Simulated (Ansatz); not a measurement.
Amorphous Zr$_{20}$O$_{43}$Mo, 64 atoms at 5.46 g/cm³, one PBE-relaxed geometry, zone centre. Methods: PBE, scalar-relativistic without spin-orbit coupling (Ansatz, an electronic-structure program); r2SCAN, scalar-relativistic without spin-orbit coupling (Ansatz); HSE06, scalar-relativistic without spin-orbit coupling (Ansatz). Plane waves to 420 eV (r2SCAN 500 eV); exact exchange is cut at the cell's faces. At PBE the levels at both edges of the gap are localised (band-tail or defect states), and the nearest spread-out levels lie 3.7 eV apart at the zone centre. All rungs ran without spin polarisation.

A CHGNet melt-quench gave the starting glass, which DFT then relaxed. O atoms were pushed apart under 1.9 Å during the dynamics, to hinder bonds among them. The hot cell started wider than the set density and was brought back towards it in steps. It is the lowest in DFT energy of 2 quenches. It is a model cell: composition and starting density were chosen by hand, and all elements were melted together. No dispersion term was used. Its density started from a set value of 5.23 and ended at 5.46 g/cm³. The simulated quench (nominally 300 K/ps over its main leg) is rapid and tends to freeze in more defects than a deposited or slowly cooled glass has. A cell of this size samples the disorder only roughly. Volume and shape were free in the relaxation. On a 2×2×2 Γ-centred mesh force components of up to 0.14 eV/Å stay, since the relaxation ran on the zone centre alone.

The relaxation ran on the zone centre alone. At PBE the gap between localised states is 2.08 eV on a 2×2×2 Γ-centred mesh, and the spacing at the zone centre alone 2.15 eV.

Q: What zone-centre spacing does r2SCAN give, roughly?

A: 2.38 eV (+0.23 eV against PBE).

Q: What zone-centre spacing does HSE06 give, roughly?

A: 3.39 eV (+1.24 eV against PBE).

The highest filled and the lowest empty state spread over these numbers of atoms (participation numbers): PBE: 5.6 and 3.2; r2SCAN: 5.1 and 3.0; HSE06: 5.1 and 2.9.
